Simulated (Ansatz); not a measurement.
**Mg: response to strain**

Base system: Mg in the hcp (Mg type) structure (space group P6_3/mmc, No. 194; relaxed with 0.1 eV smearing).

```
CELL_PARAMETERS angstrom
      3.17512     0.00000     0.00000
     -1.58756     2.74974     0.00000
      0.00000     0.00000     5.16281
ATOMIC_POSITIONS crystal
  Mg 0.66667 0.33333 0.25000
  Mg 0.33333 0.66667 0.75000
```

Cartesian axes are those of the cell as printed.

Strains are applied to the cell and any free atomic positions relax; under biaxial strain the out-of-plane vector relaxes too.

Calculations: PBEsol (Ansatz, a program for electronic structure, PAW, no spin-orbit coupling).

Candidates:
(a) biaxial strain −1.00 %, plane normal [001], relaxed out of plane
(b) biaxial strain +2.50 %, plane normal [001], relaxed out of plane
(c) biaxial strain +2.00 %, plane normal [001], relaxed out of plane

Problem. Order them by out-of-plane strain, highest first.

Solution. (a) biaxial strain −1.00 %, plane normal [001], relaxed out of plane (+0.55 %), (c) biaxial strain +2.00 %, plane normal [001], relaxed out of plane (-1.24 %), (b) biaxial strain +2.50 %, plane normal [001], relaxed out of plane (-1.57 %)

Whether these cells are dynamically stable was not tested.
